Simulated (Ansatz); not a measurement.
**ScSi: pressure series**

Start from ScSi (space group Cmcm, No. 63; a cell from a computed database, its experimental status unchecked).

```xyz
4
Lattice="1.9737 -4.9110 0.0000 1.9737 4.9110 0.0000 0.0000 0.0000 3.6395" Properties=species:S:1:pos:R:3 pbc="T T T"
Sc     1.9737     3.5458     2.7297
Sc     1.9737    -3.5458     0.9099
Si     1.9737     0.8003     2.7297
Si     1.9737    -0.8003     0.9099
```

Cell and atoms are relaxed at each pressure.

Level of theory: Ansatz (a first-principles code) PBEsol, no spin-orbit coupling.

Notes on the quantities. enthalpy: H = E + PV relative to the base's energy.

| variant | shortest interatomic distance | enthalpy |
|---|---|---|
| base | 2.423 Å | – |
| pressure −2 GPa | 2.437 Å | -0.22 eV/atom |
| pressure −1 GPa | 2.430 Å | -0.11 eV/atom |
| pressure 0.3 GPa | 2.422 Å | +0.03 eV/atom |
| pressure 0.7 GPa | 2.419 Å | +0.08 eV/atom |
| pressure 1.5 GPa | 2.415 Å | +0.16 eV/atom |
| pressure 3 GPa | 2.405 Å | +0.33 eV/atom |
| pressure 5 GPa | 2.394 Å | +0.54 eV/atom |
| pressure 7.5 GPa | 2.381 Å | +0.80 eV/atom |
| pressure 10 GPa | 2.370 Å | +1.06 eV/atom |

Load acts through the strain it causes; cell and atoms are relaxed under it. Stability against distortions was not tested. No other phases were tried under pressure. The final runs are not spin-polarised.
